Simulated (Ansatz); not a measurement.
Consider B in the diamond structure (space group Fd-3m, No. 227; a = 4.033 Å; a hypothetical phase, not in the database extracts checked; relaxed with 0.1 eV smearing). Axes: x, y, z lie along the cube axes.

Method: PBEsol (Ansatz, an electronic-structure program, PAW, spin-orbit coupling left out).

One thing is altered: biaxial strain +1.81 %, plane normal [001], relaxed out of plane (Cartesian); in-plane vectors clamped, the third vector and the atoms free.

Predict the new energy relative to the base.

The energy shrinks by 6.1 meV/atom.

What happens to the in-plane stress?

The mean in-plane stress (compression positive) comes out as +5.9 GPa.

Whether these cells are dynamically stable was not tested. Under biaxial strain +1.81 %, plane normal [001], relaxed out of plane the cell ends below the base's energy or with stress of the wrong sign: the atoms slid into a distortion or the cell is elastically unstable, so the base is not a stable minimum at this level.
